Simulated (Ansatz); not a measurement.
ScOF (space group P4/nmm, No. 129; a cell from a computed database, its experimental status unchecked)

```
CELL_PARAMETERS angstrom
      3.57749     0.00000     0.00000
      0.00000     3.57749     0.00000
      0.00000     0.00000     5.09442
ATOMIC_POSITIONS crystal
  Sc 0.50000 0.00000 0.70723
  Sc 0.00000 0.50000 0.29277
  O  0.00000 0.00000 0.50000
  O  0.50000 0.50000 0.50000
  F  0.50000 0.50000 0.00000
  F  0.00000 0.00000 0.00000
```

All numbers come from PBEsol (Ansatz, a program for electronic structure; PAW; 420 eV plane waves; without spin-orbit coupling). Γ-centred 9×9×7 mesh, Fermi–Dirac width 0.05 eV.

```yaml
volume_per_atom: 10.87 Å³
density: 4.07 g/cm³
band_gap: 4.42 eV, indirect, A–Z (56 % along) → Γ
total_energy: -1159.509 eV/atom (σ→0; compares only within this code and set-up)
```

Stability against distortions was not tested. All final runs are without spin polarisation.
